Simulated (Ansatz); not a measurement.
Results of PBE (Ansatz, an electronic-structure program, plane waves, PAW) for L1₂ (Cu3Au-type) Pt3Ti.

Settings: plane-wave cutoff 520 eV, 16×16×16 k mesh, Fermi–Dirac smearing 0.031 eV (set by the program), no spin polarisation, scalar-relativistic PAW data made under PBE.

Computed at the level's own relaxed cell.

Question: Estimate the elastic constant C44, elastic constant C11, Voigt–Reuss–Hill bulk modulus and elastic constant C12 that the calculation returns.

Answer: 
* **elastic constant C44**: 137 GPa
* **elastic constant C11**: 345 GPa
* **Voigt–Reuss–Hill bulk modulus**: 235 GPa
* **elastic constant C12**: 181 GPa

Elastic constants are with the ions relaxed.

Spin–orbit coupling is not included.

Static lattice: no zero-point or thermal effects.
